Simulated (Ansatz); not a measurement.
The starting structures come from a database of crystals and need not be the phases stable at ambient conditions.

By PBEsol, the system below comes out a metal.

```xyz
4
Lattice="2.4801 0.0000 0.0000 -1.2401 2.1479 0.0000 0.0000 0.0000 8.2618" Properties=species:S:1:pos:R:3 pbc="T T T"
Cu     0.0000     0.0000     0.0000
Cu     0.0000     0.0000     4.1309
Cu     0.0000     1.4319     2.0655
Cu     1.2401     0.7160     6.1964
```

Space group of this cell: P6_3/mmc. The cell is strained (lengths across the current scaled by 0.98, ions clamped); by PBEsol its mean pressure is 5.2 GPa.

The current flows along the normal of the first two printed cell vectors, the (001) (indices of the unstrained crystal) plane of the conventional cell. No spin-orbit coupling; the value is a mean over 0.1 eV about the Fermi level.

Problem. Predict the ballistic conductance per area from PBEsol in Ansatz (a first-principles code).

Solution. 1.1 × 10¹⁵ S/m² for both spins.
